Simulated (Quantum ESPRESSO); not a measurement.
## Parameter sweep on NbPSe (Immm, 6 atoms in the cell)

```cif
data_Nb4P4Se4
_chemical_formula_sum 'Nb4 P4 Se4'
_space_group_name_H-M_alt 'Immm'
_space_group_IT_number 71
_space_group_name_Hall '-I 2 2'
_cell_length_a 3.46200
_cell_length_b 4.82100
_cell_length_c 12.33000
_cell_angle_alpha 90.000
_cell_angle_beta 90.000
_cell_angle_gamma 90.000
loop_
_atom_site_label
_atom_site_type_symbol
_atom_site_symmetry_multiplicity
_atom_site_Wyckoff_symbol
_atom_site_fract_x
_atom_site_fract_y
_atom_site_fract_z
_atom_site_occupancy
Nb1 Nb 4 j 0.00000 0.50000 0.11880 1
P1 P 4 h 0.50000 0.22100 0.00000 1
Se1 Se 4 i 0.00000 0.00000 0.21100 1
```
(The calculation used a cell of 6 atoms; values per cell refer to that cell.)

Base run A: LDA (PZ), GBRV 1.5 ultrasoft (LDA) pseudopotentials in Quantum ESPRESSO, self-consistent single point.

Its settings: ecutwfc = 40 Ry; ecutrho = 320 Ry; occupations = smearing; smearing = fd; degauss = 0.0073499 Ry; potentials = {Nb: nb_lda_v1.uspp.F.UPF, P: p_lda_v1.5.uspp.F.UPF, Se: se_lda_v1.uspp.F.UPF}; K_POINTS = automatic 6 6 6 0 0 0; conv_thr = 1e-09 Ry.

The starting cell comes from a database of published, mostly measured structures (it also holds non-ambient and calculated ones), without a prior relaxation at this level. Spin polarisation is off. In the base run, with a pressure of about -4 GPa the cell is away from its equilibrium volume at this level. In the base run, forces exceed 1 eV/Å.

ΔF is the free energy per atom less that of run A. 

| run | K_POINTS | ΔF (meV/atom) | pressure (GPa) | largest force (eV/Å) | k-points |
|---|---|---|---|---|---|
| A | automatic 6 6 6 0 0 0 | 0.00 | -4.49 | 1.760 | 46 |
| B | automatic 3 3 3 0 0 0 | 13.4 | -4.13 | 1.763 | 8 |
| C | automatic 3 3 3 1 1 1 | 27.2 | -3.84 | 1.707 | 8 |
| D | automatic 4 4 4 0 0 0 | 7.3 | -4.44 | 1.785 | 18 |
| E | automatic 4 4 4 1 1 1 | 5.7 | -4.50 | 1.753 | 17 |
| F | automatic 5 5 5 0 0 0 | -0.94 | -4.49 | 1.842 | 27 |
| G | automatic 5 5 5 1 1 1 | -0.90 | -4.50 | 1.843 | 27 |
| H | automatic 6 6 6 1 1 1 | -0.36 | -4.51 | 1.755 | 45 |
| I | automatic 6 6 6 0 1 0 | 2.1 | -4.46 | 1.761 | 63 |

Run D against A: The free energy rises by 7.3 meV/atom, the pressure stays near -4.44 GPa while the xx stress (positive for compression) goes from -6.40 to -5.66 GPa and the largest force goes from 1.760 to 1.785 eV/Å.

Run B against A: The free energy rises by 13.4 meV/atom, the pressure goes from -4.49 to -4.13 GPa and the largest force hardly changes (1.760 to 1.763 eV/Å).
